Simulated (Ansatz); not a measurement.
## Effect of Al → Zn on Al2O3

Start from Al₂O₃ in the corundum structure (space group R-3c, No. 167; a = 4.758 Å, c = 12.992 Å (hexagonal axes)).

Now apply this change: full substitution Al → Zn; the structure is relaxed again.

Level of theory: r2SCAN (Ansatz, a program for electronic structure), no spin-orbit coupling, earlier PAW set. Γ-centred 11×11×11 mesh, Fermi–Dirac width 0.05 eV, for the changed cell.

| quantity | base | changed | shift |
|---|---|---|---|
| density | 3.99 g/cm³ | 5.83 g/cm³ | +1.84 g/cm³ |
| lattice parameter a | 4.758 Å | 5.106 Å | +0.348 Å |
| c/a ratio | 2.731 | 2.652 | -0.0784 |
| space group | R-3c (No. 167) | R-3c (No. 167) | – |
| shortest interatomic distance | 1.856 Å | 1.978 Å | +0.122 Å |
| band gap | 7.15 eV | zero | – |
| magnetic state | not spin-polarised | ferromagnetic | – |
| largest site moment | 0.00 μB | 0.55 μB | +0.55 μB |

Final structure:

```xyz
10
Lattice="2.5530 1.4740 4.5145 -2.5530 1.4740 4.5145 0.0000 -2.9480 4.5145" Properties=species:S:1:pos:R:3 pbc="T T T"
Zn     0.0000     0.0000     4.7970
Zn     0.0000     0.0000     1.9747
Zn     0.0000     0.0000     8.7464
Zn     0.0000     0.0000    11.5687
O     -1.0128     1.4740     7.9003
O     -0.7701    -1.6141     7.9003
O      1.7829     0.1401     7.9003
O      1.0128    -1.4740     5.6431
O      0.7701     1.6141     5.6431
O     -1.7829    -0.1401     5.6431
```

Cost of the whole job for the changed cell (relaxation, final SCF and bands): very roughly 27 core-minutes.

Other magnetic orders, which the real material may have, were not ruled out. No phonon test of stability was made. As relaxed here, Zn2O3 is a hypothetical phase, not in the database extracts checked.
